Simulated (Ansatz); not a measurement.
Start from AlV2C (space group P6_3/mmc, No. 194; a = 2.9052 Å, c = 13.1346 Å). Axes: x lies along a and z along c of the hexagonal cell.

Calculations: PBE (Ansatz, a program for electronic structure; PAW; 420 eV plane waves; no spin-orbit coupling).

Base values:

- Pressure = 0.0 GPa
- Shortest interatomic distance = 201.6 pm
- Band gap = zero

One thing is altered: biaxial strain +1.05 %, plane normal [001], relaxed out of plane (Cartesian); in-plane vectors clamped, the third vector and the atoms free.

Q: What happens to the pressure, shortest interatomic distance and band gap?

A: The pressure (mean of the normal stresses, compression positive) goes from zero to -2.3 GPa; the shortest interatomic distance increases by 0.75 pm (201.6 pm → 202.4 pm); the band gap is still zero.

No phonon test of stability was made. Starting moments died away, wholly or in part, for the base; another magnetic solution may exist. All final runs are without spin polarisation.
